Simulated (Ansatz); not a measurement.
Defect: interstitial Na in cubic BaZrO3, charge state +1. These are PBE, PAW (plane waves to 420 eV; Ansatz, a quantum-chemistry and plane-wave program) values and carry that method's errors.

Settings: 60 host sites, the relaxed PBE lattice, the Γ point alone, smearing 0.01 eV, spin-restricted, no image-charge correction. Static, classical nuclei. Spin-orbit coupling is left out. The host phase is not the lowest at 0 K, so the defect can set off distortions of the whole cell. The charge state is imposed; whether it is stable for some Fermi level was not computed. Sites that were not tried may lie lower.

Barriers: single points on a 2×2×2 k-point mesh shifted by half a step at the bands' geometries (they differ from the bands' own by up to 0.09 eV, and are uncertain by about as much).

The step: a concerted move, in which Na travels most. Atoms about the jump, Cartesian Å from the middle of the jump, before and after:

```json
[
 {"atom": "Na1", "x0": "0.96", "y0": "0.06", "z0": "1.03", "x1": "-0.96", "y1": "-0.06", "z1": "-1.03"},
 {"atom": "O2", "x0": "-1.23", "y0": "-0.02", "z0": "1.26", "x1": "-1.39", "y1": "-0.02", "z1": "1.14"},
 {"atom": "O3", "x0": "0.98", "y0": "-2.07", "z0": "1.31", "x1": "0.97", "y1": "-1.90", "z1": "1.10"},
 {"atom": "O4", "x0": "-1.04", "y0": "-2.13", "z0": "-0.99", "x1": "-1.23", "y1": "-2.22", "z1": "-0.98"},
 {"atom": "Ba5", "x0": "1.02", "y0": "-0.14", "z0": "-1.59", "x1": "1.57", "y1": "-0.10", "z1": "-1.03"},
 {"atom": "O6", "x0": "0.97", "y0": "2.27", "z0": "1.11", "x1": "0.97", "y1": "2.00", "z1": "1.24"},
 {"atom": "O7", "x0": "-1.16", "y0": "2.02", "z0": "-0.99", "x1": "-1.17", "y1": "2.13", "z1": "-0.97"},
 {"atom": "Zr8", "x0": "-1.13", "y0": "2.02", "z0": "1.01", "x1": "-1.05", "y1": "2.02", "z1": "1.05"},
 {"atom": "Zr9", "x0": "-1.08", "y0": "-2.25", "z0": "1.00", "x1": "-1.03", "y1": "-2.26", "z1": "1.04"},
 {"atom": "O10", "x0": "-1.19", "y0": "-0.05", "z0": "-3.05", "x1": "-1.46", "y1": "-0.06", "z1": "-3.12"}
]
```

Predict the transition state.


```
atom      x      y      z
----  -----  -----  -----
Na1   -0.13  -0.14   0.09
O2    -1.69   0.01   1.39
O3     0.83  -1.88   1.20
O4    -1.19  -2.09  -0.90
Ba5    1.59  -0.06  -1.62
O6     0.85   1.93   1.20
O7    -1.19   1.95  -0.90
Zr8   -1.23   2.02   1.12
Zr9   -1.20  -2.35   1.12
O10   -0.98  -0.04  -2.90
```
It lies 1.09 eV above the start and 0.84 eV above the end. The check of the saddle point's order was inconclusive.
